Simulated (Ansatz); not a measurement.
## Response to strain in hypothetical I4/mmm La2WN4

The parent structure is La2WN4 (space group I4/mmm, No. 139; a hypothetical phase, not in the database extracts checked).

```yaml
crystal:
  lattice:
    - [-1.99828, 1.99828, 6.37403]
    - [1.99828, -1.99828, 6.37403]
    - [1.99828, 1.99828, -6.37403]
  atoms:
    - { symbol: La, position: [0.35488, 0.35488, 0.00000] }
    - { symbol: La, position: [0.64512, 0.64512, 0.00000] }
    - { symbol: W, position: [0.00000, 0.00000, 0.00000] }
    - { symbol: N, position: [0.16305, 0.16305, 0.00000] }
    - { symbol: N, position: [0.83695, 0.83695, 0.00000] }
    - { symbol: N, position: [0.00000, 0.50000, 0.50000] }
    - { symbol: N, position: [0.50000, 0.00000, 0.50000] }
```

Cartesian axes are those of the cell as printed.

Strains are applied to the cell and any free atomic positions relax.

All numbers come from PBE (Ansatz, an electronic-structure program), no spin-orbit coupling.

Notes on the quantities. energy relative to the base: free energy F.

```
case                            energy relative to the base  volume per atom
------------------------------  ---------------------------  ---------------
base                                             0 meV/atom         14.54 Å³
isotropic strain +5.86 %                     +0.215 eV/atom         17.25 Å³
uniaxial strain ε_xx = +0.45 %                            ?         14.61 Å³
uniaxial strain ε_xx = +1.10 %                +1.9 meV/atom         14.70 Å³
```

Problem. Complete the table.

Solution. 
- uniaxial strain ε_xx = +0.45 %, energy relative to the base: +0.3 meV/atom

Stability against distortions was not tested. All final runs are without spin polarisation.
